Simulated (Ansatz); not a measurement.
CH4 on the 1x1 (111) surface of fcc Pt, one in a 2x2 cell, energies for each (27.3 Å²). Energies are against CH4(g), without zero-point or thermal terms; each row is named by its start.

Computed with PBE with D3(BJ) dispersion (plane waves to 420 eV, PAW; Ansatz, an electronic-structure program).

Model: 21-atom slab, 6.9 Å thick at the start under the adsorbate (thin: gaps and levels are the slab's own), 6x6x1 mesh, Fermi-Dirac 0.1 eV, dipole correction, 8 atoms held, the rest relaxed; each run with such symmetry as its start has; no spin, no spin-orbit, no U.

A negative adsorption energy means that the adsorbate is more stable on the surface than in its reference. Heights count from the host atoms within 0.3 Å of the top one.

| starting site | E_ads (eV) | height (Å) | nearest host atom (Å) | bonded to | Δ work function (eV) | lateral drift (Å) |
|---|---|---|---|---|---|---|
| top Pt | -0.24 | 3.36 | Pt 3.36 | none within bonding distance | -0.31 | 0.0 |
| hollow Pt-Pt-Pt over Pt at depth 2.3 Å | -0.25 | 3.31 | Pt 3.69 | none within bonding distance | -0.33 | 0.0 |
| hollow Pt-Pt-Pt over Pt at depth 4.6 Å | -0.25 | 3.31 | Pt 3.69 | none within bonding distance | -0.33 | 0.0 |
| bridge Pt-Pt (span 2.8 Å) | -0.25 | 3.33 | Pt 3.61 | none within bonding distance | -0.33 | 0.0 |
